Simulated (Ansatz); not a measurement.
Take Os in the hcp (Mg type) structure (space group P6_3/mmc, No. 194; a = 2.7290 Å, c = 4.3091 Å; relaxed with 0.1 eV smearing) as the base. Axes: x lies along a and z along c of the hexagonal cell.

All numbers come from Ansatz (a quantum-chemistry and plane-wave program), PBEsol, PAW, cutoff 420 eV, without spin-orbit coupling.

Base values:

- Shortest interatomic distance: 266.9 pm
- Band gap: zero

One thing is altered: uniaxial strain ε_xx = −0.50 %, all other strain components held at zero, atoms relaxed at fixed cell.

**Question.** What happens to the stress?

**Answer.** The stress (xx, yy, zz, yz, xz, xy; compression positive) amounts to (4.0, 1.2, 1.2, 0.0, 0.0, 0.0) GPa.

**Question.** What happens to the shortest interatomic distance?

**Answer.** The shortest interatomic distance shrinks by 0.3 pm (266.9 pm → 266.6 pm).

**Question.** Predict the new energy relative to the base.

**Answer.** The energy increases by 0.9 meV/atom.

**Question.** What happens to the band gap?

**Answer.** The band gap is still zero.

Whether these cells are dynamically stable was not tested. The final runs are not spin-polarised.
